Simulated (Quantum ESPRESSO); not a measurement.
A self-consistent single point of Y₃Mg (Imm2, 4 atoms in the cell) with Quantum ESPRESSO.

Level of theory: PBEsol, GBRV 1.5 ultrasoft (PBESOL) pseudopotentials (plane waves; Quantum ESPRESSO 7.5).

```
CELL_PARAMETERS angstrom
      1.81139     5.64715     2.96611
     -1.81139     5.64715     2.96611
     -1.81139    -5.64715     2.96611
ATOMIC_POSITIONS crystal
  Y  0.65215 0.50000 0.15215
  Y  0.00639 0.25656 0.74983
  Y  0.00639 0.74344 0.26295
  Mg 0.66839 0.00000 0.66839
```

Reference input (self-consistent single point, DFT, PBEsol, plane waves, GBRV 1.5 ultrasoft (PBESOL) pseudopotentials): ecutwfc = 40 Ry; ecutrho = 320 Ry; occupations = smearing; smearing = gauss; degauss = 0.0036749 Ry; potentials = {Y: y_pbesol_v1.4.uspp.F.UPF, Mg: mg_pbesol_v1.4.uspp.F.UPF}; K_POINTS = automatic 6 6 6 0 0 0; conv_thr = 1e-11 Ry. This run's input differs from it in these lines:

```diff
@@ -20,3 +20,3 @@
   smearing = 'gauss'
-  degauss = 0.0036749
+  degauss = 0.0073499
 /
```

Output (repeated stretches shortened):

```
     Self-consistent Calculation

     iteration #  1     ecut=    40.00 Ry     beta= 0.70

---- Real-time Memory Report at c_bands before calling an iterative solver
           335 MiB given to the printing process from OS
           130 MiB allocation reported by mallinfo(arena+hblkhd)
------------------

     Threshold (ethr) on eigenvalues was too large:
     Diagonalizing with lowered threshold

---- Real-time Memory Report at c_bands before calling an iterative solver
           398 MiB given to the printing process from OS
           150 MiB allocation reported by mallinfo(arena+hblkhd)
------------------

   [... lines left out ...]

---- Real-time Memory Report at c_bands before calling an iterative solver
           417 MiB given to the printing process from OS
           158 MiB allocation reported by mallinfo(arena+hblkhd)
------------------

     total energy              =    -403.08569294 Ry
     estimated scf accuracy    <          7.9E-11 Ry

     iteration # 13     ecut=    40.00 Ry     beta= 0.70

---- Real-time Memory Report at c_bands before calling an iterative solver
           418 MiB given to the printing process from OS
           158 MiB allocation reported by mallinfo(arena+hblkhd)
------------------
     End of self-consistent calculation

     the Fermi energy is     8.6062 ev

!    total energy              =    -403.08569294 Ry
     estimated scf accuracy    <          8.6E-12 Ry
     smearing contrib. (-TS)   =      -0.00164497 Ry
     internal energy E=F+TS    =    -403.08404797 Ry

     convergence has been achieved in  13 iterations

     Forces acting on atoms (cartesian axes, Ry/au):

     atom    1 type  1   force =     0.00000000    0.00000000   -0.00374510
     atom    2 type  1   force =     0.00000000    0.00213365    0.00273595
     atom    3 type  1   force =    -0.00000000   -0.00213365    0.00273595
     atom    4 type  2   force =     0.00000000    0.00000000   -0.00172679

     Total force =     0.006410     Total SCF correction =     0.000008

          total   stress  (Ry/bohr**3)                   (kbar)     P=      -19.11
  -0.00013723   0.00000000  -0.00000000          -20.19        0.00       -0.00
   0.00000000  -0.00012944  -0.00000000            0.00      -19.04       -0.00
  -0.00000000   0.00000000  -0.00012308           -0.00        0.00      -18.11

   JOB DONE.
```

The run converged in 13 iterations. Against the reference run the free energy falls by 1.9 meV/atom, the pressure hardly changes (-1.94 to -1.91 GPa) and the largest force moves little (0.094 to 0.096 eV/Å).

The starting cell comes from a database of computed structures (which also holds hypothetical and non-ambient phases and stackings), without a prior relaxation at this level.

Cost on one core of a shared machine: roughly 3 min.
